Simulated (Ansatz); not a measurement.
The reference is Au in the fcc (Cu type) structure (space group Fm-3m, No. 225; a = 4.083 Å; relaxed with 0.1 eV smearing). Axes: x, y, z lie along the cube axes.

Level of theory: Kohn–Sham DFT with the PBEsol functional, run in Ansatz (an electronic-structure program) with PAW and 420 eV plane waves, no spin-orbit coupling.

The change: uniaxial strain ε_zz = +1.00 %, all other strain components held at zero, atoms relaxed at fixed cell.

Predict the stress tensor and what it implies for the stiffness.

Stress of the strained cell less that of the base (GPa, compression positive):
```
   -1.6     0.0     0.0
    0.0    -1.6     0.0
    0.0     0.0    -1.9
```

Then −Δσ_ii/ε with ε = 0.0100 gives relaxed-ion elastic constants: C33 ≈ 190 GPa, C13 ≈ 158 GPa and C23 ≈ 158 GPa.

Stability against distortions was not tested.
